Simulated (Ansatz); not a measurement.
**NbAgO3: response to strain**

Base system: NbAgO3 in the cubic perovskite structure (space group Pm-3m, No. 221; a = 3.950 Å; a cell from a computed database, its experimental status unchecked). Axes: x, y, z lie along the cube axes.

Strains are applied to the cell and any free atomic positions relax; under biaxial strain the out-of-plane vector relaxes too.

Computed with plane-wave PAW DFT at the PBEsol level (Ansatz, a quantum-chemistry and plane-wave program, 420 eV), scalar-relativistic without spin-orbit coupling.

Notes on the quantities. pressure: mean of the normal stresses, compression positive.

```csv
variant,pressure,gap character,volume per atom,space group
base,-0.1 kbar,"indirect, M → X",12.32 Å³,Pm-3m (No. 221)
"biaxial strain +0.28 %, plane normal [001], relaxed out of plane",-8.7 kbar,"indirect, M → X",12.38 Å³,P4/mmm (No. 123)
"biaxial strain +1.18 %, plane normal [001], relaxed out of plane",-34.6 kbar,"indirect, M → X",12.55 Å³,P4/mmm (No. 123)
isotropic strain −5.83 %,562.3 kbar,"indirect, M → X",10.29 Å³,Pm-3m (No. 221)
uniaxial strain ε_xx = +0.81 %,-16.4 kbar,"indirect, R → Z",12.42 Å³,P4/mmm (No. 123)
```

No phonon test of stability was made. Many cubic perovskites are stable only at high temperature; tilts and polar distortions were not tested. Labels are those of the standard path for the cell's own space group.
